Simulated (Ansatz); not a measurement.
Rock-salt NdN was calculated with r²SCAN+rVV10 (Ansatz, a first-principles code, PAW).

Settings: plane-wave cutoff 500 eV, 14×14×14 k mesh, Fermi–Dirac smearing 0.05 eV, spin-polarised with parallel moments, scalar-relativistic PAW data made under PBE.

Computed at the level's own relaxed cell.

**Question.** Estimate the volume per atom and lattice parameter a that the calculation returns.

**Answer.** 
- volume per atom = 16.52 Å³/atom
- lattice parameter a = 5.093 Å

Note: the magnetic order was assumed, not searched for or taken from measurement; the 4f shell is treated without U or exact exchange, so its levels and filling can be wrong.

Spin–orbit coupling is not included.

The computed numbers hold no vibrational or temperature effects.
